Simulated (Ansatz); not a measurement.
CdTe (model structure, within 0.1 Å of P6₂22, No. 180, 6 atoms in the cell), treated with r²SCAN in Ansatz (PAW).

Run with plane-wave cutoff 560 eV, 12×12×4 k mesh (along the axes of the cell as run), Fermi–Dirac smearing 0.01 eV, scalar-relativistic PAW data made under PBE.

Cell (relaxed at this level):

```cif
data_Cd3Te3
_chemical_formula_sum 'Cd3 Te3'
_space_group_name_H-M_alt 'P 1'
_space_group_IT_number 1
_cell_length_a 4.56116
_cell_length_b 4.56116
_cell_length_c 10.47024
_cell_angle_alpha 90.000
_cell_angle_beta 90.000
_cell_angle_gamma 120.000
loop_
_space_group_symop_operation_xyz
  'x, y, z'
loop_
_atom_site_label
_atom_site_type_symbol
_atom_site_fract_x
_atom_site_fract_y
_atom_site_fract_z
_atom_site_occupancy
Cd1 Cd 0.50031 0.00000 0.66667 1
Cd2 Cd 0.00000 0.50031 0.33333 1
Cd3 Cd 0.49969 0.49969 0.00000 1
Te1 Te 0.50013 0.00000 0.16667 1
Te2 Te 0.00000 0.50013 0.83333 1
Te3 Te 0.49987 0.49987 0.50000 1
```

Question: What does this level give for the band gap and smallest direct gap on the k points sampled?

Answer: 
* **band gap**: 0.60 eV
* **smallest direct gap on the k points sampled**: 0.72 eV

Spin–orbit coupling is not included; with these elements it can move the gap by several tenths of an eV or more.

Cost on a shared machine: about 3 core-minutes (a rough figure).

A model structure was made by putting elements into a prototype or built by hand; it is no filed structure, need not be a known phase, and can be a saddle point held by its symmetry.

Ansatz is a program for electronic structure.
